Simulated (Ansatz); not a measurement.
Input and output of a self-consistent single point for InSe (Cm, 4 atoms in the cell) (Ansatz, a quantum-chemistry and plane-wave program).

Level of theory: PBEsol, PAW files made with PBE (plane waves; Ansatz).

```xyz
4
Lattice="5.8555 -2.0649 0.0000 5.8555 2.0649 0.0000 -1.7318 0.0000 4.7952" Properties=species:S:1:pos:R:3 pbc="T T T"
In    -0.3414     0.0000     4.6206
In    10.3206     0.0000     0.2246
Se     3.3976     0.0000     1.5874
Se     6.5816     0.0000     3.2078
```

Reference input (self-consistent single point, DFT, PBEsol, plane waves, PAW files made with PBE): basis.ecutwfc = 30.9 Ry; kpoints.mp_grid.grid = 6 6 4; hamiltonian.xc = pbesol; hamiltonian.pseudopotentials = {kind: paw} (the program's default PAW files); scf.occupations.method = fixed. This run's input differs from it in these lines:

Ansatz 0.2 input:
```diff
@@ -15,3 +15,3 @@
   mp_grid:
-    grid: [6, 6, 4]
+    grid: [7, 7, 6]
 hamiltonian:
```

Log, with long lists cut:

```
SCF iter   1: F=—  HF=-21902.194290 eV  |F-HF|=—  |Δ(HF+E_count)|=         —  Δρ=3.94e-2  dr2=3.20e0  ethr=3.10e-3  ⟨swp⟩=5.0  Hψ=10655  notcnv=0  defer=326
all-band conjugate gradients solve this SCF's bands
preconditioner: auto → Resta (q_TF=auto, 2.431 Å⁻¹)
SCF iter   2: F=—  HF=-21901.322683 eV  |F-HF|=—  |Δ(HF+E_count)|=   8.72e-1  Δρ=1.63e-2  dr2=3.28e-1  ethr=3.10e-3  ⟨swp⟩=3.8  Hψ=6179  notcnv=0  defer=330
   [... lines left out ...]
SCF iter   6: F=—  HF=-21901.181412 eV  |F-HF|=—  |Δ(HF+E_count)|=   1.95e-4  Δρ=1.28e-4  dr2=2.67e-5  ethr=5.02e-7  ⟨swp⟩=2.6  Hψ=5298  notcnv=0  defer=352
SCF iter   7: F=—  HF=-21901.181450 eV  |F-HF|=—  |Δ(HF+E_count)|=   3.86e-5  Δρ=3.00e-5  dr2=1.19e-6  ethr=4.60e-8  ⟨swp⟩=2.0  Hψ=4752  notcnv=0  defer=143
SCF iter   8: F=—  HF=-21901.181452 eV  |F-HF|=—  |Δ(HF+E_count)|=   1.53e-6  Δρ=1.40e-5  dr2=4.81e-7  ethr=2.05e-9  ⟨swp⟩=2.0  Hψ=5489  notcnv=0  defer=143
SCF iter   9: F=-21901.181452 eV  HF=-21901.181452 eV  |F-HF|=5.62e-9  |Δ(HF+E_count)|=   1.72e-7  Δρ=3.41e-6  dr2=1.71e-8  ethr=1.72e-10  ⟨swp⟩=9.2  Hψ=19140  notcnv=0
SCF 1 converged in 9 iterations: F = -21901.181452 eV  dr2 = 1.71e-8
Free energy (F): -21901.181452 eV
Internal energy: -21901.181452 eV  (E = F + TS)
E sigma→0 (E₀):  -21901.181452 eV
Fermi energy:    6.699069 eV
--- Forces (eV/Å), atoms counted from 1 ---
  atom   1  In     0.12685357     0.00000000    -0.22413583
  atom   2  In    -0.13428948     0.00000000    -0.01967269
  atom   3  Se     0.07365983     0.00000000     0.05952296
  atom   4  Se    -0.06622114     0.00000000     0.18426711
--- Stress (GPa, compression-positive) ---
       -2.051830       0.000000       0.247736
        0.000000      -2.040631       0.000000
        0.247736       0.000000      -1.595726
  P = ⅓ Tr σ = -1.8961 GPa (-18.961 kbar)
  The stress holds the Pulay correction. Without it, at fixed plane waves, as pw.x and ABINIT print it: P = -1.9110 GPa
```

The run converged in 9 iterations. Against the reference run the free energy is nearly the same (within 1 meV/atom), the pressure hardly changes (-1.89 to -1.90 GPa), the largest force hardly changes (0.259 to 0.258 eV/Å) and the gap on the mesh goes from 1.096 to 1.084 eV.

The starting cell comes from a database of computed structures (which also holds hypothetical and non-ambient phases and stackings), without a prior relaxation at this level. Its lattice was rescaled by up to half a per cent. One atom was moved a little off its site on purpose. Ansatz's pressure includes its estimate of the finite-basis (Pulay) stress.
